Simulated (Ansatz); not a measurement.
Take ZrB2 (space group P6/mmm, No. 191; relaxed with 0.1 eV smearing) as the base.

```yaml
crystal:
  lattice:
    - [3.17143, 0.00000, 0.00000]
    - [-1.58572, 2.74654, 0.00000]
    - [0.00000, 0.00000, 3.54182]
  atoms:
    - { symbol: Zr, position: [0.00000, 0.00000, 0.00000] }
    - { symbol: B, position: [0.33333, 0.66667, 0.50000] }
    - { symbol: B, position: [0.66667, 0.33333, 0.50000] }
```

Cartesian axes are those of the cell as printed.

Calculations: Kohn–Sham DFT with the PBE functional, run in Ansatz (a first-principles code) with PAW and 420 eV plane waves, spin-orbit coupling left out.

It is then changed as follows: the cell is stretched by 4.03 % along z with no lateral relaxation, atoms relaxed at fixed cell.

Question: Estimate the effect on the energy relative to the base and stress.

Answer: The energy rises by 21 meV/atom; the stress (xx, yy, zz, yz, xz, xy; compression positive) is (-4.2, -4.2, -15.6, 0.0, 0.0, 0.0) GPa.

The cells carry an imposed strain or load. No phonon test of stability was made. The final runs are not spin-polarised.
